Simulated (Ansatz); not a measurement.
The reference is ZnS in the zinc blende structure (space group F-43m, No. 216; a = 5.389 Å). Axes: x, y, z lie along the cube axes.

Computed with r2SCAN (Ansatz, a first-principles code; PAW; 500 eV plane waves; no SOC).

Strains are applied to the cell and any free atomic positions relax.

One change was made to it. Results:

The shortest interatomic distance grows by 0.0196 Å, from 2.334 Å to 2.353 Å; the electron mass stays 0.19 mₑ (at Γ); the valence-band top at Γ (three highest levels, from the VBM) becomes 0.00, 0.00, -0.09 eV (base: 0.00, 0.00, 0.00 eV); the energy goes up by 4.0 meV/atom.

Q: Name the change that was made.
A) uniaxial strain ε_zz = +2.50 %
B) uniaxial strain ε_zz = +2.00 %
C) uniaxial strain ε_zz = +0.50 %

A: A, uniaxial strain ε_zz = +2.50 %. For comparison, the valence-band top at Γ in the other runs: uniaxial strain ε_zz = +2.00 % gives 0.00, 0.00, -0.07 eV; uniaxial strain ε_zz = +0.50 % gives 0.00, 0.00, -0.02 eV.

The levels and masses belong to the bands next to the band gap. Effective masses come from finite differences of ±0.01 Å⁻¹. No phonon test of stability was made.
